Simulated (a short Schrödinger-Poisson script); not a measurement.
# Gated Al0.4Ga0.6N/GaN polarisation-induced gas

System: gated Al0.4Ga0.6N/GaN polarisation-induced gas, at 20 K.

| layer | material | thickness (nm) | Na (cm⁻³) |
|---|---|---|---|
| 1 | Al0.4Ga0.6N | 20 | - |
| 2 | GaN | 6000 | 2e14 |

The device is made up for the run: typed textbook-type constants, with dimensions and the other settings drawn at random. Al0.4Ga0.6N: permittivity 9.26, conduction-band edge (eV) 0.58, gap (eV) 4.258, electron mass (mₑ) 0.248, Nv at 300 K (cm⁻³) 4.6e19. GaN: permittivity 9.5, conduction-band edge (eV) 0, gap (eV) 3.43, Nv at 300 K (cm⁻³) 4.6e19.

Channel valleys (confinement mass, in-plane density-of-states mass, number): Γ 0.2, 0.2, 1. At the gate the conduction-band edge of layer 1 lies 1.16 eV − eVg above the Fermi level of the channel; the field vanishes at the back. Sheet of polarisation charge: +2e13 e/cm² at 20 nm from the gate. The barrier under the gate holds no holes. Gaps are held at their typed values at every temperature. Mesh 0.08 nm at interfaces.

Solved with a short Schrödinger-Poisson script written for these runs: 1D Poisson equation in equilibrium, electrons quantum, Hartree plus LDA exchange-correlation (BenDaniel-Duke, 40 states a valley, the channel's in-plane mass for all, wave functions free to enter the barrier), parabolic valleys, classical holes, full ionisation, no traps, pinning or gate leakage.

| Vg (V) | electrons (cm⁻²) | in the channel layer | C (μF/cm²) | Γ E0 (meV) | Γ E1 (meV) |
|---|---|---|---|---|---|
| 0.5 | 1.85e13 | 1.69e13 | 0.397 | -197.8 | -23.7 |
| 0 | 1.73e13 | 1.59e13 | 0.395 | -186.1 | -20.6 |
| -0.5 | 1.60e13 | 1.49e13 | 0.394 | -174.2 | -17.8 |
| -1 | 1.48e13 | 1.39e13 | 0.393 | -162.1 | -15.1 |
| -1.5 | 1.36e13 | 1.28e13 | 0.392 | -150.0 | -12.6 |
| -2 | 1.24e13 | 1.17e13 | 0.391 | -137.7 | -10.3 |
| -2.5 | 1.11e13 | 1.06e13 | 0.390 | -125.4 | -8.0 |
| -3 | 9.93e12 | 9.53e12 | 0.389 | -112.9 | -5.9 |
| -3.5 | 8.72e12 | 8.42e12 | 0.388 | -100.2 | -3.9 |
| -4 | 7.51e12 | 7.29e12 | 0.386 | -87.5 | -1.9 |
| -4.5 | 6.31e12 | 6.15e12 | 0.385 | -74.5 | 0.5 |
| -5 | 5.11e12 | 5.01e12 | 0.382 | -61.1 | 5.0 |
| -5.5 | 3.92e12 | 3.86e12 | 0.380 | -46.9 | 11.6 |
| -6 | 2.74e12 | 2.71e12 | 0.377 | -32.8 | 17.0 |
| -6.5 | 1.57e12 | 1.56e12 | 0.372 | -18.8 | 20.7 |
| -7 | 4.24e11 | 4.23e11 | 0.359 | -5.0 | 20.4 |

Gate voltages with under 1e6 electrons/cm² are left out.

Subbands count from the Fermi level.
